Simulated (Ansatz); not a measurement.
The starting structures come from a database of crystals and need not be the phases stable at ambient conditions.

The decay constant κ of evanescent states in the gap governs leakage through a thin film.

Data:

```
CELL_PARAMETERS angstrom
      5.30345     0.00000     0.00000
      0.00000     9.58705     0.00000
      2.65172     4.79352     2.65172
ATOMIC_POSITIONS crystal
  Ta 0.00000 0.80191 0.00000
  Ta 0.00000 0.19809 0.00000
  O  0.00000 0.00000 0.00000
  O  0.00000 0.00000 0.50000
  O  0.50000 0.00000 0.50000
  O  0.00000 0.50000 0.50000
  O  0.50000 0.50000 0.50000
```

Space group of this cell: I4/mmm. The cell is taken as given; by r2SCAN its mean pressure is -4.3 GPa.

Transport runs along the normal of the first two printed cell vectors, the (100) plane of the conventional cell.

The gap is the functional's own, uncorrected, and κ follows it; spin-orbit coupling is left out. Mid-gap values are interpolated between the computed energies.

Q: Compute, with r2SCAN run with Ansatz (an electronic-structure program), the band gap and the smallest decay constant κ at mid-gap.

A: Gap 2.12 eV on a 12×12×12 mesh; κ = 0.229 1/Å, at the zone centre.
